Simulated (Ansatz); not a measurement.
**InSb: response to strain**

The parent structure is InSb in the zinc blende structure (space group F-43m, No. 216).

Space group F-43m (No. 216); a = 6.556 Å, b = 6.556 Å, c = 6.556 Å, α = 90.00°, β = 90.00°, γ = 90.00°

```json
[
 {"atom": "In", "site": "4a", "symmetry": "-43m", "x": "0.0000", "y": "0.0000", "z": "0.0000"},
 {"atom": "Sb", "site": "4d", "symmetry": "-43m", "x": "0.7500", "y": "0.7500", "z": "0.7500"}
]
```
(The calculation used a cell of 2 atoms; values per cell refer to that cell.)

Strains are applied to the cell and any free atomic positions relax.

Calculations: Kohn–Sham DFT with the r2SCAN functional, run in Ansatz (a first-principles code) with PAW and 500 eV plane waves, no spin-orbit coupling.

Notes on the quantities. energy relative to the base: free energy F.

```tsv
case	volume per atom	energy relative to the base	pressure
base	35.23 Å³	0 meV/atom	0.0 GPa
isotropic strain +0.50 %	35.76 Å³	+1.0 meV/atom	-0.6 GPa
isotropic strain +1.00 %	36.29 Å³	+4.1 meV/atom	-1.2 GPa
isotropic strain +1.50 %	36.83 Å³	+9.1 meV/atom	-1.7 GPa
isotropic strain +2.00 %	37.38 Å³	+16 meV/atom	-2.2 GPa
isotropic strain +2.50 %	37.93 Å³	+24 meV/atom	-2.7 GPa
isotropic strain +3.00 %	38.49 Å³	+35 meV/atom	-3.1 GPa
```

Stability against distortions was not tested. The final runs are not spin-polarised.
